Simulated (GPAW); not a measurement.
GPAW run on CdHgSe2 (R3m, 4 atoms in the cell): self-consistent single point.

Level of theory: LDA (Perdew-Wang 92), GPAW PAW datasets LDA (gpaw-data 1.0.1) (plane waves; GPAW).

The change in words: lattice scaled by 0.98. Reference geometry:
```
CELL_PARAMETERS angstrom
      2.20311     1.27197     7.18780
     -2.20311     1.27197     7.18780
      0.00000    -2.54393     7.18780
ATOMIC_POSITIONS crystal
  Cd 0.50033 0.50033 0.50033
  Hg 0.99985 0.99985 0.99985
  Se 0.87420 0.87420 0.87420
  Se 0.37560 0.37560 0.37560
```

Reference input (self-consistent single point, DFT LDA (Perdew-Wang 92), plane waves, GPAW PAW datasets LDA (gpaw-data 1.0.1)): mode = pw; ecut = 550 eV; xc = LDA; kpts = 6 6 6; mesh shift (steps) = 0 0 0; occupations.name = fermi-dirac; occupations.width = 0.1 eV; nbands = -10; convergence.forces = 0.001 eV/Å; symmetry.symmorphic = false; symmetry.tolerance = 0.0005; maxiter = 150. This run's input differs from it in these lines:

```diff
@@ -5,5 +5,5 @@
 atoms = Atoms(['Cd', 'Hg', 'Se', 'Se'],
-              cell=[[2.203113, 1.271968, 7.187799],
-                    [-2.203113, 1.271968, 7.187799],
-                    [0.000000, -2.543935, 7.187799]],
+              cell=[[2.159051, 1.246529, 7.044043],
+                    [-2.159051, 1.246529, 7.044043],
+                    [0.000000, -2.493056, 7.044043]],
               scaled_positions=[[0.500330, 0.500330, 0.500330],
```

Log, with long lists cut:

```
     iter     time        total  log10-change:
                         energy   eigst   dens  force
iter:   1 --:--:--   -13.770110
iter:   2 --:--:--   -13.653078   -1.44  -1.29
iter:   3 --:--:--   -13.279896   -1.37  -1.33
iter:   4 --:--:--   -13.270548   -2.74  -1.73
iter:   5 --:--:--   -13.280210c  -2.08  -1.75
iter:   6 --:--:--   -13.240718   -3.01  -2.20
iter:   7 --:--:--   -13.240945   -4.40  -2.52
iter:   8 --:--:--   -13.238742c  -3.94  -2.51
iter:   9 --:--:--   -13.239487c  -4.51  -2.95
iter:  10 --:--:--   -13.239474c  -5.57  -2.82
iter:  11 --:--:--   -13.239541c  -5.79  -2.89
iter:  12 --:--:--   -13.239517c  -4.53  -2.95
   [... lines left out ...]
iter:  16 --:--:--   -13.239300c  -6.13  -3.79
iter:  17 --:--:--   -13.239301c  -7.21  -3.92
iter:  18 --:--:--   -13.239302c  -7.18  -4.03c
iter:  19 --:--:--   -13.239301c  -6.81  -4.06c
iter:  20 --:--:--   -13.239301c  -8.27c -4.19c
iter:  21 --:--:--   -13.239301c  -7.10  -4.22c
iter:  22 --:--:--   -13.239301c  -8.67c -4.42c -2.17
iter:  23 --:--:--   -13.239301c  -8.39c -4.50c -2.68
iter:  24 --:--:--   -13.239300c  -8.36c -4.55c -2.92
iter:  25 --:--:--   -13.239300c  -8.52c -4.62c -2.59
iter:  26 --:--:--   -13.239300c  -8.46c -4.75c -2.76
iter:  27 --:--:--   -13.239300c  -9.45c -4.98c -3.48c
Converged after 27 iterations.

Dipole moment: (0.000000, 0.000003, 32.137707) |e|*Ang

Energy contributions relative to reference atoms: (reference = -816935.275012)

Kinetic:        +44.350313
Potential:      -38.122259
External:        +0.000000
XC:             -17.250002
Entropy (-ST):   -0.004473
Local:           -2.215116
SIC:             +0.000000
--------------------------
Free energy:    -13.241536
Extrapolated:   -13.239300

Showing only first 2 kpts
 Kpt  Band  Eigenvalues  Occupancy
  0    19      3.58979    1.80481
  0    20      3.62398    1.73575
  0    21      3.62398    1.73575
  0    22      5.24356    0.00000

  1    19      2.32277    2.00000
  1    20      3.21793    1.99476
  1    21      5.70109    0.00000
  1    22      7.31889    0.00000

Fermi level: 3.81221

No gap
No difference between direct/indirect transitions
Energy (eV): -13.2393

Forces in eV/Ang:
  0 Cd    0.00000    0.00000    0.00275
  1 Hg    0.00000   -0.00000   -0.00930
  2 Se    0.00000   -0.00000   -0.04616
  3 Se    0.00000    0.00000    0.05269

Stress tensor:
     0.010864    -0.000000     0.000000
    -0.000000     0.010864    -0.000000
     0.000000    -0.000000     0.011486
Stress (GPa, Voigt): [ 1.7407  1.7407  1.8403 -0.      0.     -0.    ]
```

The run converged in 27 iterations. GPAW prints stress with tension positive. Against the reference run the free energy drops by 34.1 meV/atom, the pressure goes from -4.33 to -1.77 GPa and the largest force goes from 0.035 to 0.053 eV/Å.

The starting cell comes from a database of computed structures (which also holds hypothetical and non-ambient phases and stackings), without a prior relaxation at this level. Its lattice was rescaled by a random factor within 2.5 % of one. For this run, on top of that: lattice scaled by 0.98. The run gives no clean gap (levels at the Fermi energy touch, overlap or are partly filled at this smearing), which alone does not show that the compound is a metal.

Cost on one core of a shared machine: roughly 7 min.
